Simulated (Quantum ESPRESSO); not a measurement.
**Quick settings and what they miss: Al (Fm-3m, 1 atom in the cell)**

Self-consistent single point.

```
Al
1.0
   -2.02795     0.00000     2.02795
    0.00000     2.02795     2.02795
   -2.02795     2.02795     0.00000
Al
1
Direct
  0.00000   0.00000   0.00000
```

Method: PBE, PseudoDojo standard norm-conserving (PBE) pseudopotentials (plane waves; Quantum ESPRESSO).

Base settings: ecutwfc = 40 Ry; occupations = smearing; smearing = gaussian; degauss = 0.0073499 Ry; potentials = {Al: Al.upf}; K_POINTS = automatic 11 11 11 0 0 0; conv_thr = 1e-08 Ry.

Tight run (finer mesh or higher cutoff; not a proven limit): ecutwfc: 40 Ry → 56 Ry; conv_thr: 1e-08 Ry → 7.3e-11 Ry; K_POINTS: automatic 11 11 11 0 0 0 → automatic 15 15 15 0 0 0. It gave Fermi level (on the code's own zero) 7.96 eV; pressure -1.17 GPa.

Quick runs, as changes from the base:
- A: the base itself
- B: ecutwfc: 40 Ry → 28 Ry; smearing: gaussian → fermi-dirac; degauss: 0.0073499 Ry → 0.0147 Ry; K_POINTS: automatic 11 11 11 0 0 0 → automatic 8 8 8 1 1 1
- C: ecutwfc: 40 Ry → 28 Ry; smearing: gaussian → methfessel-paxton; degauss: 0.0073499 Ry → 0.0147 Ry; K_POINTS: automatic 11 11 11 0 0 0 → automatic 4 4 4 0 0 0
- D: ecutwfc: 40 Ry → 24 Ry; K_POINTS: automatic 11 11 11 0 0 0 → automatic 3 3 3 0 0 0
- E: ecutwfc: 40 Ry → 20 Ry; K_POINTS: automatic 11 11 11 0 0 0 → automatic 8 8 8 0 0 0
- F: ecutwfc: 40 Ry → 24 Ry; smearing: gaussian → fermi-dirac; degauss: 0.0073499 Ry → 0.036749 Ry; K_POINTS: automatic 11 11 11 0 0 0 → automatic 6 6 6 0 0 0

Energies are extrapolated to zero smearing width, which holds to low order in the width alone (under cold and Methfessel-Paxton smearing the free energy itself is taken).

The count of work is k-points × plane waves × bands × iterations; it is no time. 

The starting cell comes from a database of computed structures (which also holds hypothetical and non-ambient phases and stackings), without a prior relaxation at this level. Its lattice was rescaled by a random factor within 2.5 % of one.

| run | energy less tight (meV/atom) | pressure less tight (GPa) | count of work / tight |
|---|---|---|---|
| A | -7.9 | 0.15 | 0.30 |
| B | 8.8 | -0.31 | 0.18 |
| C | 301.2 | 0.32 | 0.024 |
| D | 610.6 | -1.50 | 0.0093 |
| E | 55.3 | -0.25 | 0.052 |
| F | -25.1 | 0.51 | 0.038 |

Among the runs at the tight run's level, the energy misses run from 7.9 to 610.6 meV/atom.
